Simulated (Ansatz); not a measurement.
The starting structures come from a database of crystals and need not be the phases stable at ambient conditions.

By PBEsol, the system below comes out a metal.

The ballistic (Sharvin) conductance counts the channels at the Fermi level: G/A = (e²/h) × channels of both spins per area.

Input:

```yaml
crystal:
  lattice:
    - [5.16565, 0.00000, 0.00000]
    - [-2.58283, 4.63204, 0.00000]
    - [2.58283, 0.00000, 4.63204]
  atoms:
    - { symbol: Hf, position: [0.34351, 0.18702, 0.50000] }
    - { symbol: Hf, position: [0.65649, 0.81298, 0.50000] }
    - { symbol: Hf, position: [0.84351, 0.50000, 0.81298] }
    - { symbol: Hf, position: [0.15649, 0.50000, 0.18702] }
    - { symbol: Si, position: [0.25000, 0.00000, 0.00000] }
    - { symbol: Si, position: [0.75000, 0.00000, 0.00000] }
```

Space group of this cell: I4/mcm. The cell is taken as given; by PBEsol its mean pressure is -2.4 GPa.

The current flows along the normal of the first two printed cell vectors, the (110) plane of the conventional cell. No spin-orbit coupling; the value is a mean over 0.1 eV about the Fermi level.

Task: Give the ballistic conductance per area that PBEsol (Ansatz, a quantum-chemistry and plane-wave program) yields.

Result: 0.28 × 10¹⁵ S/m² for both spins.
